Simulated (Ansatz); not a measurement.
Consider RbBr in the rock salt structure (space group Fm-3m, No. 225).

```xyz
2
Lattice="0.0000 3.4216 3.4216 3.4216 0.0000 3.4216 3.4216 3.4216 0.0000" Properties=species:S:1:pos:R:3 pbc="T T T"
Rb     0.0000     0.0000     0.0000
Br     3.4216     3.4216     3.4216
```

Level of theory: DFT with PBEsol, PAW potentials and a 420 eV plane-wave cutoff in Ansatz (a quantum-chemistry and plane-wave program), no SOC.

For the base:

The width of the top valence band is 0.37 eV.

Perturbation: an isotropic linear strain of +3.00 %; the atoms relax in the strained cell.

Task: Predict the new energy relative to the base, width of the top valence band and mean gap deformation potential ΔEg/Δln V.

Result: The energy grows by 12 meV/atom; the width of the top valence band drops by 0.035 eV, from 0.37 eV to 0.33 eV; the mean gap deformation potential ΔEg/Δln V amounts to -2.2 eV.

Whether these cells are dynamically stable was not tested.
